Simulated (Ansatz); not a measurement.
Where the default PAW files enter, the runs use the earlier of Ansatz's two default sets.

Inside the gap of an insulator the Bloch states are evanescent, with a wavenumber k + iκ along the transport direction.

Input:

```
NaCl
1.0
    3.95140     0.00000     0.00000
   -1.97570     3.42202     0.00000
    1.97570     1.14067     3.22631
Na Cl
1 1
Cartesian
  0.00000   0.00000   0.00000
  0.00000   2.28134   1.61315
```

Space group of this cell: Fm-3m, rock salt. The cell is taken as given.

Transport runs along the normal of the first two printed cell vectors, the (111) plane of the conventional cell.

The gap is the functional's own. No spin-orbit coupling. Mid-gap values are interpolated on the energy grid.

Q: Estimate the band gap and the smallest decay constant κ at mid-gap that r2SCAN (Ansatz, an electronic-structure program) returns for this system.

A: Gap 6.01 eV on a 12×12×12 mesh; κ = 0.404 1/Å, at the zone centre.
